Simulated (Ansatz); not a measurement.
**Response to strain in InP**

The parent structure is InP in the zinc blende structure (space group F-43m, No. 216).

```
CELL_PARAMETERS angstrom
      0.00000     2.97968     2.97968
      2.97968     0.00000     2.97968
      2.97968     2.97968     0.00000
ATOMIC_POSITIONS crystal
  P  0.25000 0.25000 0.25000
  In 0.00000 0.00000 0.00000
```

Strains are applied to the cell and any free atomic positions relax.

All numbers come from PBE in Ansatz (plane waves to 420 eV, PAW, no spin-orbit coupling).

```csv
isotropic strain (%),band gap (eV)
-2.14,0.80
-1.36,0.67
-1.21,?
0,0.44
```

**Question.** Fit E_g = E₀ + Dε (ε in %) to the rows shown and predict the withheld row.

**Answer.** Least squares on the printed values gives E₀ = 0.44 eV, D = -168 meV per % of strain (largest residual 0.00 eV); this predicts 0.64 eV, and the run gives 0.64 eV, in agreement.

Whether these cells are dynamically stable was not tested.

Ansatz is a first-principles code.
